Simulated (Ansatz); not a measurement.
Ansatz (an electronic-structure program) run on Li2Ca (P1, 6 atoms in the cell): relaxation of the atoms.

Method: LDA (PW92), default PAW files made with PBE (plane waves; Ansatz).

The change in words: atoms moved at random; relax: default → atoms; relax.f_tol: default → 0.1 eV/Å. Reference geometry:
```yaml
crystal:
  lattice:
    - [0.00000, 4.33988, 4.33988]
    - [4.33988, 0.00000, 4.33988]
    - [4.33988, 4.33988, 0.00000]
  atoms:
    - { symbol: Li, position: [0.62500, 0.62500, 0.62500] }
    - { symbol: Li, position: [0.12500, 0.62500, 0.62500] }
    - { symbol: Li, position: [0.62500, 0.62500, 0.12500] }
    - { symbol: Li, position: [0.62500, 0.12500, 0.62500] }
    - { symbol: Ca, position: [0.00000, 0.00000, 0.00000] }
    - { symbol: Ca, position: [0.25000, 0.25000, 0.25000] }
```

Reference input (self-consistent single point, DFT, LDA (PW92), plane waves, default PAW files made with PBE): kpoints.mp_grid.grid = 9 9 9; hamiltonian.xc = lda; hamiltonian.pseudopotentials = {kind: paw} (the program's default PAW files); scf.occupations.method = gaussian; scf.occupations.width = 0.2 eV. This run's input differs from it in these lines:

Ansatz 0.2 input:
```diff
@@ -6,8 +6,8 @@
   atoms:
-    - { symbol: Li, position_ang: [5.42485375, 5.42485375, 5.42485375] }
-    - { symbol: Li, position_ang: [5.42485375, 3.25491225, 3.25491225] }
-    - { symbol: Li, position_ang: [3.25491225, 3.25491225, 5.42485375] }
-    - { symbol: Li, position_ang: [3.25491225, 5.42485375, 3.25491225] }
-    - { symbol: Ca, position_ang: [0.00000000, 0.00000000, 0.00000000] }
-    - { symbol: Ca, position_ang: [2.16994150, 2.16994150, 2.16994150] }
+    - { symbol: Li, position_ang: [5.42758788, 5.41443369, 5.37721485] }
+    - { symbol: Li, position_ang: [5.45241201, 3.23918017, 3.29728253] }
+    - { symbol: Li, position_ang: [3.30742917, 3.19301684, 5.41418198] }
+    - { symbol: Li, position_ang: [3.27170760, 5.48454016, 3.27849083] }
+    - { symbol: Ca, position_ang: [-0.02655574, 0.03330426, -0.02133052] }
+    - { symbol: Ca, position_ang: [2.09689259, 2.16499837, 2.18363383] }
 kpoints:
@@ -19,2 +19,4 @@
   occupations: { method: gaussian, width: 0.2 }
+relax:
+  f_tol: 0.1
 output:
```

Output (repeated stretches shortened):

```
   [... SCF lines of the steps left out ...]
relax step   1: F+E_penalty+E_count = -4351.83329874 eV  Δ(F+E_penalty+E_count) = +0.000e0 eV  max|allowed force component| = 1.591e-1 eV/Å  Δτ_max = 0.0000 Å  (6 SCF iters, dr2 threshold 1.00e-4 eV, accepted)
relax step   2: F+E_penalty+E_count = -4351.85449416 eV  Δ(F+E_penalty+E_count) = -2.120e-2 eV  max|allowed force component| = 4.165e-2 eV/Å  Δτ_max = 0.0961 Å  (6 SCF iters, accepted)
Free energy (F): -4351.854494 eV
Internal energy: -4351.764090 eV  (E = F + TS)
E sigma→0 (E₀):  -4351.809292 eV
Entropy (-TS):   -0.090404 eV (-15.067 meV/atom)
Fermi energy:    2.965230 eV
--- Forces (eV/Å), atoms counted from 1 ---
  atom   1  Li     0.01288859    -0.00610114    -0.00092601
  atom   2  Li     0.00645040     0.00375336     0.00971703
  atom   3  Li     0.01193081    -0.00711161     0.00658531
  atom   4  Li     0.00973175     0.00207084    -0.00773508
  atom   5  Ca     0.00064657     0.02129411    -0.01732603
  atom   6  Ca    -0.04165262    -0.01390342     0.00968580
--- Stress (GPa, compression-positive) ---
       -0.992800       0.009944      -0.013004
        0.009944      -0.994342      -0.015790
       -0.013004      -0.015790      -0.994070
  P = ⅓ Tr σ = -0.9937 GPa (-9.937 kbar)
   [... lines left out ...]
    - { symbol: Li, position: [0.625665295980059, 0.6237829202556047, 0.12465934952521773] }
    - { symbol: Li, position: [0.6264531425757504, 0.12389300716977658, 0.6241682447648804] }
    - { symbol: Ca, position: [-0.0007220330475437418, 0.002612283747605775, -0.001107590601870054] }
    - { symbol: Ca, position: [0.2479002497836334, 0.2518369113110636, 0.2531016275859347] }
```

The run converged.  The full log also holds: “iter 4 did not close the SCF: its close was put off for the readings that it lacked (scf_convergence_deferred on its scf_iter line)”. The full log also holds: “iter 5 did not close the SCF: its close was put off for the readings that it lacked (scf_convergence_deferred on its scf_iter line)”.

Summary of the result:
Free energy E − TS (on the zero of these files): -4351.8545 eV
Fermi level (on the code's own zero): 2.97 eV
Pressure: -0.99 GPa
Largest force (vector length): 0.045 eV/Å
Relaxation steps: 2

The starting cell comes from a database of published, mostly measured structures (it also holds non-ambient and calculated ones), without a prior relaxation at this level. Its lattice was rescaled by a random factor within 2.5 % of one. For this run, on top of that: atoms moved at random. Ansatz's pressure includes its estimate of the finite-basis (Pulay) stress.

Cost on one core of a shared machine: roughly 5 min.
